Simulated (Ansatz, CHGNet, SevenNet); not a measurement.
# Lattice parameter a of Au (model structure, started from the diamond type, Fd-3m, No. 227, 2 atoms in the cell) at several levels of theory

No measured value is used here.

Q: Put these levels in order of the lattice parameter a that they give for Au (model structure, started from the diamond type, Fd-3m, No. 227, 2 atoms in the cell), smallest first: CHGNet 0.3.0, CHGNet-r²SCAN, LDA (Ansatz, a first-principles code), PBE (Ansatz), SevenNet-l3i5.

A: LDA (5.952 Å), CHGNet-r²SCAN (6.004 Å), CHGNet 0.3.0 (6.124 Å), PBE (6.161 Å), SevenNet-l3i5 (6.300 Å)

Density-functional levels without +SOC have no spin–orbit coupling. SevenNet-l3i5: the cell moved over 20 % in volume from its start. Ansatz's density-functional and Hartree–Fock values are scalar-relativistic unless marked +SOC, with PAW data made under PBE.

Machine-learned potentials (CHGNet 0.3.0, CHGNet-r²SCAN, SevenNet-l3i5) are trained on DFT data: a solid inside that data is no test of them.

A model structure was made by putting elements into a prototype or built by hand; it is no filed structure, need not be a known phase, and can be a saddle point held by its symmetry.
